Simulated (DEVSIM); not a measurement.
Device: abrupt Si n-p junction, at 300 K.

| layer (left to right) | material | thickness (μm) | Nd (cm⁻³) | Na (cm⁻³) | τn (s) | τp (s) |
|---|---|---|---|---|---|---|
| 1 | Si | 4.80 | 7.7e18 | - | 1e-7 | 1e-7 |
| 2 | Si | 0.640 | - | 1e17 | 1e-7 | 1e-7 |

Left contact: ohmic. Right contact: ohmic. Voltage is applied to the left contact. Recombination: SRH at mid-gap. Mobility is constant in doping.

The device is made up for the run: typed textbook-type constants, with dimensions and the other settings drawn at random. Values at 300 K.

| parameter | Si |
|---|---|
| gap (eV) | 1.124 |
| affinity (eV) | 4.05 |
| permittivity | 11.7 |
| Nc (cm⁻³) | 2.86e19 |
| Nv (cm⁻³) | 3.1e19 |
| μn (cm²/Vs) | 1417 |
| μp (cm²/Vs) | 470 |

DEVSIM, 1D drift-diffusion, Boltzmann statistics, complete ionisation; no tunnelling, impact ionisation, image-force lowering or self-heating.

Problem. Tabulate band edges, carrier densities and field at zero bias.

Solution. Energies count from the Fermi level of the right contact; mesh points crowd at the junctions.

```json
[
 {"x (μm)": "0.000", "Ec (eV)": "0.034", "Ev (eV)": "-1.090", "n (cm⁻³)": "7.7e18", "p (cm⁻³)": "< 1e2", "field (V/cm)": "≈ 0"},
 {"x (μm)": "0.02204", "Ec (eV)": "0.034", "Ev (eV)": "-1.090", "n (cm⁻³)": "7.7e18", "p (cm⁻³)": "< 1e2", "field (V/cm)": "≈ 0"},
 {"x (μm)": "0.06411", "Ec (eV)": "0.034", "Ev (eV)": "-1.090", "n (cm⁻³)": "7.7e18", "p (cm⁻³)": "< 1e2", "field (V/cm)": "≈ 0"},
 {"x (μm)": "0.1444", "Ec (eV)": "0.034", "Ev (eV)": "-1.090", "n (cm⁻³)": "7.7e18", "p (cm⁻³)": "< 1e2", "field (V/cm)": "≈ 0"},
 {"x (μm)": "0.3698", "Ec (eV)": "0.034", "Ev (eV)": "-1.090", "n (cm⁻³)": "7.7e18", "p (cm⁻³)": "< 1e2", "field (V/cm)": "≈ 0"},
 {"x (μm)": "0.7279", "Ec (eV)": "0.034", "Ev (eV)": "-1.090", "n (cm⁻³)": "7.7e18", "p (cm⁻³)": "< 1e2", "field (V/cm)": "≈ 0"},
 {"x (μm)": "1.411", "Ec (eV)": "0.034", "Ev (eV)": "-1.090", "n (cm⁻³)": "7.7e18", "p (cm⁻³)": "< 1e2", "field (V/cm)": "≈ 0"},
 {"x (μm)": "3.070", "Ec (eV)": "0.034", "Ev (eV)": "-1.090", "n (cm⁻³)": "7.7e18", "p (cm⁻³)": "< 1e2", "field (V/cm)": "≈ 0"},
 {"x (μm)": "3.905", "Ec (eV)": "0.034", "Ev (eV)": "-1.090", "n (cm⁻³)": "7.7e18", "p (cm⁻³)": "< 1e2", "field (V/cm)": "≈ 0"},
 {"x (μm)": "4.343", "Ec (eV)": "0.034", "Ev (eV)": "-1.090", "n (cm⁻³)": "7.7e18", "p (cm⁻³)": "< 1e2", "field (V/cm)": "≈ 0"},
 {"x (μm)": "4.572", "Ec (eV)": "0.034", "Ev (eV)": "-1.090", "n (cm⁻³)": "7.7e18", "p (cm⁻³)": "< 1e2", "field (V/cm)": "≈ 0"},
 {"x (μm)": "4.716", "Ec (eV)": "0.034", "Ev (eV)": "-1.090", "n (cm⁻³)": "7.7e18", "p (cm⁻³)": "< 1e2", "field (V/cm)": "≈ 0"},
 {"x (μm)": "4.768", "Ec (eV)": "0.034", "Ev (eV)": "-1.090", "n (cm⁻³)": "7.7e18", "p (cm⁻³)": "< 1e2", "field (V/cm)": "≈ 0"},
 {"x (μm)": "4.795", "Ec (eV)": "0.036", "Ev (eV)": "-1.088", "n (cm⁻³)": "7.2e18", "p (cm⁻³)": "< 1e2", "field (V/cm)": "12000"},
 {"x (μm)": "4.822", "Ec (eV)": "0.402", "Ev (eV)": "-0.722", "n (cm⁻³)": "5.0e12", "p (cm⁻³)": "2.3e7", "field (V/cm)": "130000"},
 {"x (μm)": "4.861", "Ec (eV)": "0.795", "Ev (eV)": "-0.329", "n (cm⁻³)": "1300000", "p (cm⁻³)": "9.2e13", "field (V/cm)": "69000"},
 {"x (μm)": "4.933", "Ec (eV)": "0.974", "Ev (eV)": "-0.150", "n (cm⁻³)": "1300", "p (cm⁻³)": "9.2e16", "field (V/cm)": "1600"},
 {"x (μm)": "5.064", "Ec (eV)": "0.976", "Ev (eV)": "-0.148", "n (cm⁻³)": "1200", "p (cm⁻³)": "1.0e17", "field (V/cm)": "≈ 0"},
 {"x (μm)": "5.277", "Ec (eV)": "0.976", "Ev (eV)": "-0.148", "n (cm⁻³)": "1200", "p (cm⁻³)": "1.0e17", "field (V/cm)": "≈ 0"},
 {"x (μm)": "5.362", "Ec (eV)": "0.976", "Ev (eV)": "-0.148", "n (cm⁻³)": "1200", "p (cm⁻³)": "1.0e17", "field (V/cm)": "≈ 0"},
 {"x (μm)": "5.409", "Ec (eV)": "0.976", "Ev (eV)": "-0.148", "n (cm⁻³)": "1200", "p (cm⁻³)": "1.0e17", "field (V/cm)": "≈ 0"},
 {"x (μm)": "5.440", "Ec (eV)": "0.976", "Ev (eV)": "-0.148", "n (cm⁻³)": "1200", "p (cm⁻³)": "1.0e17", "field (V/cm)": "≈ 0"}
]
```
